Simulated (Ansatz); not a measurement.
AlN (P6_3mc) under hydrostatic pressure (compression positive): band gap by PBE with spin-orbit coupling, rigid bands (plane waves, PAW; Ansatz, an electronic-structure program). The unloaded cell, whose axes the loads refer to:

```xyz
4
Lattice="3.1138 0.0000 0.0000 -1.5569 2.6966 0.0000 0.0000 0.0000 4.9837" Properties=species:S:1:pos:R:3 pbc="T T T"
Al     0.0000     1.7977    -0.0174
Al     1.5569     0.8989     2.4745
N      0.0000     1.7977     1.8863
N      1.5569     0.8989     4.3781
```

| hydrostatic pressure (compression positive) (GPa) | volume per atom (Å³) | band gap (eV) |
|---|---|---|
| -13.5 | 11.32 | 3.53 |
| -9 | 10.99 | 3.77 |
| -4.5 | 10.71 | ? |
| 0 | 10.46 | 4.17 |
| 4.5 | 10.24 | 4.35 |
| 9 | 10.04 | 4.52 |
| 18 | 9.68 | 4.82 |

Fit a straight line to band gap against the load over the rows given, and predict the row at -4.5 GPa.

The means are x̄ = 1.500 GPa and ȳ = 4.1933; Σ(x − x̄)(y − ȳ) = 27.69 and Σ(x − x̄)² = 675.0, so the slope is 41.0 meV per GPa, and the rows given lie within 50 meV of the line. At -4.5 GPa the line gives 3.95 eV; the calculation gives 3.98 eV, 0.82 % from it.

With all rows, what volume deformation potential dE_g/d ln V follows?

A line through E_g against ln V has the slope -8.3 eV, so the gap opens under compression.

 Stresses and pressures are the targets of the relaxation. Gaps are resolved to about 0.01 eV. The structure type is held at every load. Geometry: cell and atoms relaxed with PBEsol.
